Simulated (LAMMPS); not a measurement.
Size effects in liquid Mg (hcp) at 1020 K and zero pressure.

Model: classical MD, pair style eam/fs, file Mg_mm.eam.fs; code LAMMPS.

```csv
atoms,volume,first peak of g(r),D(Mg),rough cost (core-seconds per simulated ps)
64,26.62 ± 0.09 Å³/atom,"3.07 Å, height 2.9",(6.3 ± 0.4) × 10^-5 cm²/s,0.10
180,26.47 ± 0.03 Å³/atom,"3.11 Å, height 2.8",(7.3 ± 0.9) × 10^-5 cm²/s,0.3
4032,26.51 ± 0.02 Å³/atom,"3.09 Å, height 2.8",(6.89 ± 0.09) × 10^-5 cm²/s,2.8
16016,26.505 ± 0.009 Å³/atom,"3.10 Å, height 2.8",(7.28 ± 0.07) × 10^-5 cm²/s,20
```

Periodic images slow diffusion in small cells, by a term that falls as 1/L. Costs are rough.

Errors of D are the spread over four groups of atoms in one short run; a floor of about 5 %, a picked value, is safer.

Errors shown are sampling errors alone.
